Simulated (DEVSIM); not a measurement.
Device: Cr/SiO2/p-Si capacitor, at 250 K.

```
layer (left to right)  material  thickness (nm)  Na (cm⁻³)
---------------------  --------  --------------  ---------
1                          SiO2            25.0          -
2                            Si            1700     1.2e17
```

Metal gate on the left, work function 4.5 eV. Fixed charge at the semiconductor interface 1.8e11 cm⁻² (in units of +e); no interface traps.

Constants are typed, rounded textbook-type inputs, not results; the design itself was drawn at random and stands for no fabricated device. Values at 300 K; Nc and Nv go as T^1.5, mobilities as T to minus their exponent, the gap by Varshni's rule with the affinity fixed.

```csv
parameter,SiO2,Si
gap (eV),9,1.124
affinity (eV),0.9,4.05
permittivity,3.9,11.7
Nc (cm⁻³),-,2.86e19
Nv (cm⁻³),-,3.1e19
Varshni α (eV/K),-,0.000473
Varshni β (K),-,636
```

DEVSIM, 1D Poisson equation in equilibrium, Boltzmann statistics, complete ionisation; no quantum confinement or tunnelling. Metal contacts follow the ideal Schottky-Mott rule: no Fermi-level pinning, no interface dipoles.

The SiO2 thickness was swept, all else fixed.

```csv
SiO2 thickness (μm),minimum of the low-frequency capacitance (μF/cm²),flat-band voltage (V),capacitance of the dielectric stack (μF/cm²)
0.01,0.0870,-0.66,0.345
0.014,0.0783,-0.69,0.247
0.017,0.0729,-0.71,0.203
0.021,0.0678,-0.75,0.164
0.025,0.0634,-0.78,0.138
0.03,0.0577,-0.82,0.115
```

From the first row to the last the minimum of the low-frequency capacitance goes from 0.0870 to 0.0577. From the first row to the last the flat-band voltage goes from -0.66 to -0.82.
